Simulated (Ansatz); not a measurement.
Cells marked so need not be the phases stable at ambient conditions, and some may be hypothetical.

The gap is the functional's own. No spin-orbit coupling. Mid-gap values are interpolated on the energy grid.

A. K2PtC2 (P-3m1, not sure to be the ambient phase, 5 atoms a cell, 23.8 Å³ an atom), along the normal of (001)
B. Sr2HN (R-3m, not sure to be the ambient phase, 4 atoms a cell, 19.2 Å³ an atom), along the normal of (101)
C. K$_{2}$HfF$_{6}$ (Fm-3m, not sure to be the ambient phase, 9 atoms a cell, 18.7 Å³ an atom), along the normal of (111)
D. BaSnF₆ (R-3, not sure to be the ambient phase, 8 atoms a cell, 14.6 Å³ an atom), along the normal of (101)
E. Li2ZrTeO6 (R3, not sure to be the ambient phase, 10 atoms a cell, 11.2 Å³ an atom, -6 GPa at this level), along the normal of (001)

Question: Order them by mid-gap decay constant of the slowest evanescent state (lowest first) at the level Ansatz (a program for electronic structure) with PBEsol.

Answer: A (0.08 1/Å), B (0.25 1/Å), E (0.33 1/Å), D (0.46 1/Å), C (0.57 1/Å)
